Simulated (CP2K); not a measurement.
CP2K run on PdAu3 (P1, 4 atoms in the cell): self-consistent single point.

Method: LDA (Pade form), GPW, DZVP-MOLOPT-SR-GTH basis, GTH-PADE potentials (GTH_POTENTIALS) run with CP2K 2026.2.

```yaml
crystal:
  lattice:
    - [4.94444, 0.00000, 0.00000]
    - [1.53604, 4.69980, 0.00000]
    - [-3.24024, -2.34990, 2.90281]
  atoms:
    - { symbol: Pd, position: [0.96939, 0.00369, 0.98641] }
    - { symbol: Au, position: [0.76710, 0.22851, 0.49291] }
    - { symbol: Au, position: [0.26087, 0.76775, 0.52682] }
    - { symbol: Au, position: [0.50264, 0.50005, 0.99385] }
```

Reference input (self-consistent single point, DFT PBEsol, GPW, DZVP-MOLOPT-SR-GTH basis, GTH-PBE potentials (GTH_POTENTIALS)): CUTOFF = 500 Ry; REL_CUTOFF = 50 Ry; SMEAR/METHOD = GAUSSIAN; SIGMA = 0.05 eV; KPOINTS/SCHEME = MONKHORST-PACK 5 5 6; GAMMA_CENTERED = T; XC_FUNCTIONAL = PBE:PBESOL; Pd/BASIS_SET = DZVP-MOLOPT-SR-GTH-q18; Pd/POTENTIAL = GTH-PBE-q18; Au/BASIS_SET = DZVP-MOLOPT-SR-GTH-q11; Au/POTENTIAL = GTH-PBE-q11; METHOD = GPW. This run's input differs from it in these lines:

```diff
@@ -44,6 +44,3 @@
     &XC
-      &XC_FUNCTIONAL
-        &PBE
-          PARAMETRIZATION PBESOL
-        &END PBE
+      &XC_FUNCTIONAL PADE
       &END XC_FUNCTIONAL
@@ -79,3 +76,3 @@
       BASIS_SET DZVP-MOLOPT-SR-GTH-q18
-      POTENTIAL GTH-PBE-q18
+      POTENTIAL GTH-PADE-q18
     &END KIND
@@ -83,3 +80,3 @@
       BASIS_SET DZVP-MOLOPT-SR-GTH-q11
-      POTENTIAL GTH-PBE-q11
+      POTENTIAL GTH-PADE-q11
     &END KIND
```

Output (repeated stretches shortened):

```
 SCF WAVEFUNCTION OPTIMIZATION

  Step     Update method      Time    Convergence         Total energy    Change
     1 NoMix/Diag. 0.20E+00      -     0.58452988      -227.0298420417 -2.27E+02
     2 Broy./Diag. 0.20E+00      -     0.19662121      -233.6089052233 -6.58E+00
     3 Broy./Diag. 0.20E+00      -     0.07703341      -230.2287154704  3.38E+00
     4 Broy./Diag. 0.20E+00      -     0.10839717      -227.9055829376  2.32E+00
     5 Broy./Diag. 0.20E+00      -     0.01654711      -226.5853699090  1.32E+00
     6 Broy./Diag. 0.20E+00      -     0.00414831      -226.8188664899 -2.33E-01
   [... 8 lines left out ...]
    15 Broy./Diag. 0.20E+00      -     0.00000029      -226.8124991066  7.21E-06
    16 Broy./Diag. 0.20E+00      -     0.00000021      -226.8124976582  1.45E-06
    17 Broy./Diag. 0.20E+00      -     0.00000012      -226.8124974389  2.19E-07
    18 Broy./Diag. 0.20E+00      -     0.00000002      -226.8124973287  1.10E-07
  *** SCF run converged in    18 steps ***

  Overlap energy of the core charge distribution:               0.00000003289216
  Self energy of the core charge distribution:               -396.48370506490636
  Core Hamiltonian energy:                                    107.88100292953561
  Hartree energy:                                              89.80460615297724
  Exchange-correlation energy:                                -28.01427967587314
  Smearing free energy correction:                             -0.00012170332237
  Fermi energy:                                                 0.38601748762125

  Total energy:                                              -226.81249732869648
  Total energy (extrapolated to sigma->0):                   -226.81243647703531

   [... lines left out ...]

 STRESS| Analytical stress tensor [bar]
 STRESS|                        x                   y                   z
 STRESS|      x       -3.04268038624E+04   1.26704487112E+03   6.38024365593E+03
 STRESS|      y        1.26704487112E+03  -2.65194349481E+04   1.15052327775E+03
 STRESS|      z        6.38024365593E+03   1.15052327775E+03  -3.77089196910E+04
 STRESS| 1/3 Trace                                            -3.15517195005E+04
```

The run converged in 18 iterations. Against the reference run the pressure goes from 3.41 to -3.16 GPa and the largest force goes from 1.336 to 1.215 eV/Å.

The starting cell comes from a database of computed structures (which also holds hypothetical and non-ambient phases and stackings), without a prior relaxation at this level. Its atoms were displaced at random from the sites of space group no. 139. Spin polarisation is off. Values carry the incompleteness of an atom-centred basis. With a pressure of about -3 GPa the cell is away from its equilibrium volume at this level. Forces in this geometry exceed 1 eV/Å.

Cost on one core of a shared machine: roughly 3 min.
